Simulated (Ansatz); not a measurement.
Start from SrO in the rock salt structure (space group Fm-3m, No. 225; a = 5.122 Å). Axes: x, y, z lie along the cube axes.

Modification: tensor shear ε_xy = +0.29 % (engineering shear γ = 0.0058); the atoms relax in the strained cell.

Computed with Kohn–Sham DFT with the PBEsol functional, run in Ansatz (a program for electronic structure) with PAW and 420 eV plane waves, no spin-orbit coupling.

**Question.** Give the band edges at the high-symmetry points of the new zone, measured from its valence-band maximum.

**Answer.** 
```csv
point,valence edge (eV),conduction edge (eV)
Γ,0.00,3.92
X,-0.07,3.19
F₂,-0.45,4.77
Σ₀,-0.45,4.77
Y₀,-0.45,4.70
U₀,-0.45,4.70
R,-1.15,6.58
W,-0.41,5.98
S,-1.13,6.56
T,-0.07,3.19
```

The gap is 3.19 eV, indirect, Γ → X.

Whether these cells are dynamically stable was not tested. Labels are those of the standard path for the cell's own space group.
